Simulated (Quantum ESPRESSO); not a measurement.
A self-consistent single point of Mg9Si5 (P1, 28 atoms in the cell) with Quantum ESPRESSO.

Computed with PBEsol, GBRV 1.5 ultrasoft (PBESOL) pseudopotentials (plane waves; Quantum ESPRESSO).

```xyz
28
Lattice="7.1757 0.0000 0.0000 -3.5277 6.3575 0.0000 -3.3726 -1.9978 12.1941" Properties=species:S:1:pos:R:3 pbc="T T T"
Mg    -3.0743     1.5313     7.3829
Mg     2.0559     2.5711     5.5365
Mg    -0.4481     3.2916     7.5141
Mg    -0.6721     0.5182     5.5780
Mg    -3.2020     4.7654     7.6012
Mg     2.2828    -0.6896     5.6596
Mg    -0.6177     1.1415     1.4602
Mg    -3.2392     1.6149    11.6246
Mg     2.2403     2.6832     1.1690
Mg    -0.3351     3.2536    11.6777
Mg     1.1480     5.1557     1.9004
Mg     0.4695    -1.4821    11.4813
Mg     4.0308     1.2320     3.5169
Mg    -5.1566     3.1882     9.5762
Mg    -0.1315     3.0291     3.7274
Mg    -0.7083     0.7459     9.6991
Mg    -2.1786     3.6659     1.6285
Mg     2.6984    -0.6978     9.6309
Si    -3.5589     4.9762     3.9240
Si     1.3029     5.2104     4.8839
Si     4.7837    -1.1384     7.5328
Si    -2.1964    -0.9926    11.2647
Si     1.2390     0.7706     3.5258
Si    -2.2140     3.3157     9.6783
Si     2.1290    -0.1496     1.3594
Si     1.2825     0.8724    11.3349
Si     1.2946     1.0191     7.5616
Si    -2.3890     3.2799     5.4786
```

Reference input (self-consistent single point, DFT, PBEsol, plane waves, GBRV 1.5 ultrasoft (PBESOL) pseudopotentials): ecutwfc = 40 Ry; ecutrho = 200 Ry; occupations = smearing; smearing = methfessel-paxton; degauss = 0.0099958 Ry; potentials = {Mg: mg_pbesol_v1.4.uspp.F.UPF, Si: si_pbesol_v1.uspp.F.UPF}; K_POINTS = automatic 3 3 2 1 1 1; conv_thr = 1e-10 Ry; mixing_beta = 0.7. This run's input differs from it in these lines:

```diff
@@ -19,3 +19,3 @@
 &electrons
-    conv_thr = 1.0d-10
+    conv_thr = 7.3e-03
     mixing_beta = 0.7
```

The program printed (abridged):

```
     Self-consistent Calculation

     iteration #  1     ecut=    40.00 Ry     beta= 0.70

     total energy              =   -2346.49925240 Ry
     estimated scf accuracy    <       3.40580364 Ry

     iteration #  2     ecut=    40.00 Ry     beta= 0.70

     total energy              =   -2345.18181432 Ry
     estimated scf accuracy    <       8.54748395 Ry

     iteration #  3     ecut=    40.00 Ry     beta= 0.70

     total energy              =   -2344.51829556 Ry
     estimated scf accuracy    <      42.05152143 Ry

   [... 3 blocks of this kind left out ...]

     iteration #  7     ecut=    40.00 Ry     beta= 0.70

     total energy              =   -2347.67415293 Ry
     estimated scf accuracy    <       0.01624254 Ry

     iteration #  8     ecut=    40.00 Ry     beta= 0.70
     End of self-consistent calculation

     the Fermi energy is     6.6381 ev

!    total energy              =   -2347.67467073 Ry
     estimated scf accuracy    <       0.00187683 Ry
     smearing contrib. (-TS)   =       0.00052371 Ry
     internal energy E=F+TS    =   -2347.67519444 Ry

     convergence has been achieved in   8 iterations

     Forces acting on atoms (cartesian axes, Ry/au):

     atom    1 type  1   force =    -0.00481531   -0.02313536    0.04521829
     atom    2 type  1   force =     0.00431548    0.00680023    0.00228690
     atom    3 type  1   force =     0.00176950   -0.02887614    0.01392616
     atom    4 type  1   force =     0.02782902    0.05101195    0.03842585
     atom    5 type  1   force =    -0.02751789    0.01439326    0.02113939
   [... 19 lines left out ...]
   [... lines left out ...]
     Total force =     0.180962     Total SCF correction =     0.171191
   [... lines left out ...]
     SCF correction compared to forces is large: reduce conv_thr to get better values

          total   stress  (Ry/bohr**3)                   (kbar)     P=       -3.16
  -0.00002493   0.00001138   0.00002374           -3.67        1.67        3.49
   0.00001138  -0.00001031   0.00001453            1.67       -1.52        2.14
   0.00002374   0.00001453  -0.00002914            3.49        2.14       -4.29

   JOB DONE.
```

The run converged in 8 iterations. Against the reference run the free energy is nearly the same (within 1 meV/atom), the pressure goes from -0.15 to -0.32 GPa and the largest force goes from 1.770 to 1.791 eV/Å. The full log also holds: “SCF correction compared to forces is large: reduce conv_thr to get better values”.

The starting cell comes from a database of computed structures (which also holds hypothetical and non-ambient phases and stackings), without a prior relaxation at this level. Its atoms were displaced at random from the sites of space group no. 1. Forces in this geometry exceed 1 eV/Å.

Cost on one core of a shared machine: roughly 10 min.
